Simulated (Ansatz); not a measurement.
The starting structures come from a database of crystals and need not be the phases stable at ambient conditions.

**Evanescent states of Rb3MgH5 (I4/mcm, not sure to be the ambient phase, 18 atoms a cell, 20.6 Å³ an atom) along the normal of (001)**

All values below come from r2SCAN (plane waves, PAW; Ansatz, a first-principles code).

No gap correction and no spin-orbit coupling; mid-gap values are interpolated between computed energies.

Energies count from the valence-band top; κ is the least over a 4×4 mesh across the current.

```tsv
E (eV)	κ (1/Å)	where
0.09	0.147	Γ
0.26	0.232	Γ
0.42	0.278	Γ
0.59	0.306	Γ
0.77	0.326	Γ
0.94	0.339	Γ
1.10	0.347	Γ
1.27	0.351	Γ
1.45	0.352	Γ
1.61	0.350	Γ
1.78	0.346	Γ
1.96	0.339	Γ
2.12	0.329	Γ
2.29	0.317	Γ
2.46	0.302	Γ
2.63	0.283	Γ
2.81	0.260	Γ
2.98	0.233	Γ
3.15	0.194	off Γ
3.31	0.130	off Γ
```

Task: How thick must the barrier be to attenuate the transmission by 10^4 when the electrodes' Fermi level lies at 0.77 eV, and what attenuation does that film give at 1.61 eV?

Result: d = 4 ln 10 / (2 × 0.326) = 14.1 Å. At 1.61 eV it gives 4 × 0.350/0.326 = 4.3 decades.
